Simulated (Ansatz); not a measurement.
# Effect of pressure 0.3 GPa on VN

Take VN in the rock salt structure (space group Fm-3m, No. 225; a = 4.117 Å) as the base.

It is then changed as follows: cell and atoms relaxed at a pressure of 0.3 GPa.

The values are results of PBE/PAW in Ansatz (a quantum-chemistry and plane-wave program), no spin-orbit coupling, not measurements. k-mesh 19×19×19 (Γ-centred); smearing 0.05 eV (Fermi–Dirac).

| quantity | base | changed | shift |
|---|---|---|---|
| volume per atom | 8.72 Å³ | 8.71 Å³ | -0.01 Å³ |
| density | 6.18 g/cm³ | 6.19 g/cm³ | +0.01 g/cm³ |
| lattice parameter a | 4.117 Å | 4.116 Å | -0.001 Å |
| shortest interatomic distance | 2.058 Å | 2.058 Å | -0.0006 Å |
| enthalpy H = E + PV relative to the base's energy | – | +0.02 eV/atom | – |
| band gap | zero | zero | – |

Final structure:

```yaml
crystal:
  lattice:
    - [0.00000, 2.05776, 2.05776]
    - [2.05776, 0.00000, 2.05776]
    - [2.05776, 2.05776, 0.00000]
  atoms:
    - { symbol: N, position: [0.00000, 0.00000, 0.00000] }
    - { symbol: V, position: [0.50000, 0.50000, 0.50000] }
```

Load acts through the strain it causes; cell and atoms are relaxed under it. No phonon test of stability was made. Seeded moments were not kept for the base. The final runs are not spin-polarised.
